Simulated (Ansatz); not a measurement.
**InP: tensor shear ε_xy = +0.57 %**

The parent structure is InP in the zinc blende structure (space group F-43m, No. 216; a = 5.9070 Å). Axes: x, y, z lie along the cube axes.

The change: a pure shear with ε_xy = ε_yx = 0.0057; the atoms relax in the strained cell.

Calculations: r2SCAN (Ansatz, an electronic-structure program, PAW, without spin-orbit coupling). k-mesh 10×10×10 (Γ-centred); smearing 0.05 eV (Fermi–Dirac).

| quantity | base | changed | shift |
|---|---|---|---|
| volume per atom | 25.76 Å³ | 25.76 Å³ | 0.00 Å³ |
| space group | F-43m (No. 216) | Imm2 (No. 44) | – |
| shortest interatomic distance | 2.558 Å | 2.555 Å | -0.003 Å |
| energy relative to the base (free energy F) | 0 meV/atom | +0.5 meV/atom | +0.5 meV/atom |
| band gap | 1.03 eV | 0.99 eV | -0.04 eV |
| gap character | direct at Γ | direct at Γ | – |
| electron mass | 0.074 mₑ (at Γ) | 0.073 mₑ (at Γ) | – |
| valence-band top at Γ (three highest levels, from the VBM) | 0.00, 0.00, 0.00 eV | 0.00, -0.04, -0.07 eV | – |
| valley order (the lowest conduction-band minima on the path, energy above the VBM, named in the base's zone) | Γ 1.03 eV; L along ⟨111⟩ 1.80 eV; X along ⟨100⟩ 2.04 eV | Γ 0.99 eV; L along [1-11] 1.71 eV; L along [11-1] 1.81 eV; X along [001] 1.99 eV | – |
| stress (xx, yy, zz, yz, xz, xy; compression positive) | – | (0.00, 0.00, 0.00, 0.00, 0.00, -0.52) GPa | – |

Effective masses come from finite differences of ±0.01 Å⁻¹. Stability against distortions was not tested. Labels are those of the standard path for the cell's own space group.
